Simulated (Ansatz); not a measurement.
# GaAs under a change: Tl on a Ga site, symmetric start

The reference is a 24-atom supercell of GaAs in the zinc blende structure (space group F-43m, No. 216; a = 5.6590 Å) at its relaxed geometry.

The change: one Ga atom is replaced by Tl, atoms relaxed at fixed cell.

Computed with PBEsol in Ansatz (plane waves to 420 eV, PAW, no spin-orbit coupling). Γ-centred 4×3×4 mesh, Fermi–Dirac width 0.01 eV.

* **Pressure**: 1.7 GPa (base 0.0 GPa)
* **Gap of the supercell**: 0.31 eV (base 0.42 eV)
* **Total moment of the cell**: 0.0 μB
* **Energy gained by relaxation**: 0.61 eV
* **Mean distance from the defect site to its nearest host atoms**: 4.92 bohr (base 4.63 bohr)

Cost of the whole job for the changed cell (relaxation, final SCF and bands): about 20 core-minutes (a rough figure).

The magnetic state is the one reached from the starting moments; the real material's order can differ, and small cells can't hold many antiferromagnetic ones. In so small a cell the defect repeats every few ångströms: this is an ordered compound, not a dilute defect. The defect started on the symmetric site and kept its symmetry, so it may sit on a saddle. Spin-orbit coupling, missing from the scalar runs, can matter with Tl. Starting moments died away, wholly or in part, for Tl on a Ga site; another magnetic solution may exist. The defect cell is spin-polarised and ends with 0.0 μB.

Ansatz is a quantum-chemistry and plane-wave program.
